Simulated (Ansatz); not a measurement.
# CdTe, pressure series

The reference is CdTe in the zinc blende structure (space group F-43m, No. 216; a = 6.5581 Å).

Cell and atoms are relaxed at each pressure.

Computed with Ansatz (a quantum-chemistry and plane-wave program), r2SCAN, PAW, cutoff 500 eV, no spin-orbit coupling, earlier PAW set.

Notes on the quantities. enthalpy: H = E + PV relative to the base's energy.

```
case               width of the top valence band  shortest interatomic distance       enthalpy
-----------------  -----------------------------  -----------------------------  -------------
base                                     2.09 eV                        2.840 Å              –
pressure −2 GPa                          1.87 eV                        2.894 Å  -0.45 eV/atom
pressure −1 GPa                              ___                            ___  -0.22 eV/atom
pressure 0.9 GPa                         2.18 eV                        2.820 Å  +0.20 eV/atom
pressure 2.1 GPa                             ___                        2.796 Å  +0.45 eV/atom
pressure 4.5 GPa                         2.49 eV                        2.756 Å  +0.94 eV/atom
pressure 9 GPa                           2.82 eV                        2.696 Å  +1.82 eV/atom
pressure 15 GPa                          3.19 eV                        2.637 Å  +2.91 eV/atom
pressure 22.5 GPa                        3.59 eV                        2.581 Å  +4.19 eV/atom
pressure 30 GPa                          3.91 eV                        2.537 Å  +5.40 eV/atom
```

Question: Some entries are withheld; estimate them.

Answer: 
- pressure −1 GPa, width of the top valence band: 1.98 eV
- pressure −1 GPa, shortest interatomic distance: 2.865 Å
- pressure 2.1 GPa, width of the top valence band: 2.29 eV

Spin-orbit coupling, missing from the scalar runs, can matter with Te. The levels and masses belong to the bands next to the band gap. Load acts through the strain it causes; cell and atoms are relaxed under it. No phonon test of stability was made. Measured, CdTe leaves this structure (for cinnabar) near 3.53 GPa (temperature not stated; as listed in Datta, Sujoy, Jana, Debnarayan, arXiv (2020)), on rising pressure, with hysteresis.
